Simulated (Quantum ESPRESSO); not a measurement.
## Several settings converged on ZrAu (P4mm, 2 atoms in the cell)

```xyz
2
Lattice="3.1562 0.0000 0.0000 0.0000 3.1562 0.0000 0.0000 0.0000 3.9058" Properties=species:S:1:pos:R:3 pbc="T T T"
Zr     0.0000     0.0000     0.0500
Au     1.5781     1.5781     1.9529
```

Base method: PBEsol, GBRV 1.5 ultrasoft (PBESOL) pseudopotentials (plane waves; Quantum ESPRESSO).

Base settings: ecutwfc = 40 Ry; ecutrho = 320 Ry; occupations = smearing; smearing = gaussian; degauss = 0.0073499 Ry; potentials = {Zr: zr_pbesol_v1.uspp.F.UPF, Au: au_pbesol_v1.uspp.F.UPF}; K_POINTS = automatic 4 4 3 0 0 0; conv_thr = 1e-09 Ry.

The count of work is k-points × plane waves × bands × iterations; it is no time. 

**The cutoff for other potential files**

Level: DFT, PBEsol, plane waves, SSSP 1.1.2 efficiency (PBE) pseudopotentials.

In this ladder: pseudopotentials = {Zr: Zr_pbe_v1.uspp.F.UPF, Au: Au_ONCV_PBE-1.0.oncvpsp.upf}; input_dft = pbesol. Moved along: ecutrho.

The second cell is the first with its lattice scaled by 0.98.

The mesh stays at the base's, so the ladder's end is converged at best in this setting alone.

Only quantities that move along the ladder and can be compared are tabulated.

```tsv
ecutwfc	free energy less the last step's (meV/atom)	energy of the compressed cell less the first (meV/atom)	pressure (GPa)	count of work / last
27 Ry	2070.43	20.29	-87.90	0.11
33 Ry	379.42	-3.39	-25.37	0.15
42 Ry	14.22	3.87	-5.26	0.21
51 Ry	2.18	3.74	-3.91	0.28
60 Ry	1.28	3.71	-3.95	0.35
72 Ry	0.54	3.72	-3.91	0.46
90 Ry	0.21	3.71	-3.92	0.65
120 Ry	0.00	3.71	-3.91	1.0
```

Coarsest ecutwfc that holds the pressure within 1 GPa of the last step, with all finer ones: 51 Ry, at 0.28 of the last step's count of work; the step before is off by 1.4 GPa.

Coarsest ecutwfc that holds the free energy within 5 meV/atom of the last step, with all finer ones: 51 Ry, at 0.28 of the last step's count of work; the step before is off by 14 meV/atom.

Coarsest ecutwfc that holds the energy of the compressed cell less the first within 0.2 meV/atom of the last step, with all finer ones: 42 Ry, at 0.21 of the last step's count of work; the step before is off by 7.1 meV/atom.

The energy difference between the two cells stays within 1 meV/atom of the last step's from 42 Ry on, the total only from 72 Ry on: much of the error is common to both cells and cancels.

At the lowest cutoff the pressure lies 84.0 GPa under the last step's, the usual sign of Pulay stress in an incomplete plane-wave basis.

**The density cutoff**

The second cell is the first with its lattice scaled by 0.98.

The mesh stays at the base's, so the ladder's end is converged at best in this setting alone.

Only quantities that move along the ladder and can be compared are tabulated.

```csv
ecutrho,free energy less the last step's (meV/atom),energy of the compressed cell less the first (meV/atom),pressure (GPa)
80 Ry,-7.40,4.65,-3.16
120 Ry,-0.01,3.55,-3.92
160 Ry,0.21,3.55,-3.92
200 Ry,0.03,3.55,-3.93
240 Ry,-0.05,3.55,-3.92
320 Ry,-0.04,3.55,-3.92
400 Ry,0.00,3.55,-3.92
480 Ry,-0.01,3.55,-3.92
640 Ry,0.00,3.55,-3.92
```

Coarsest ecutrho that holds the energy of the compressed cell less the first within 1 meV/atom of the last step, with all finer ones: 120 Ry; the step before is off by 1.1 meV/atom.

Coarsest ecutrho that holds the free energy within 2 meV/atom of the last step, with all finer ones: 120 Ry; the step before is off by 7.4 meV/atom.

Coarsest ecutrho that holds the pressure within 0.2 GPa of the last step, with all finer ones: 120 Ry; the step before is off by 0.76 GPa.

On the base run: the starting cell comes from a database of computed structures (which also holds hypothetical and non-ambient phases and stackings), without a prior relaxation at this level. Its lattice was rescaled by up to half a per cent. One atom was moved a little off its site on purpose. In the base run, with a pressure of about -4 GPa the cell is away from its equilibrium volume at this level. Without a gap this mesh is coarse (it stands for a supercell whose shortest vector is 12 Å).
